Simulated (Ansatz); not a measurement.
The parent structure is BAs in the zinc blende structure (space group F-43m, No. 216; a = 4.809 Å). Axes: x, y, z lie along the cube axes.

Level of theory: PBE (Ansatz, a program for electronic structure, PAW, scalar-relativistic without spin-orbit coupling).

Perturbation: the cell is scaled by 0.9800 in all directions, atoms relaxed at fixed cell.

Problem. Predict the stress tensor and what it implies for the stiffness.

Solution. Stress of the strained cell less that of the base (GPa, compression positive):
```
   9.02    0.00    0.00
   0.00    9.02    0.00
   0.00    0.00    9.02
```

Then B = −ΔP/(ΔV/V₀) with ΔV/V₀ = -0.0588 gives secant stiffness values (nonlinear terms included at this strain): B ≈ 153 GPa.

As a check, the harmonic strain energy −½ V₀ Δσ:ε is 23 meV/atom; the computed energy rise is 22 meV/atom.

Whether these cells are dynamically stable was not tested.
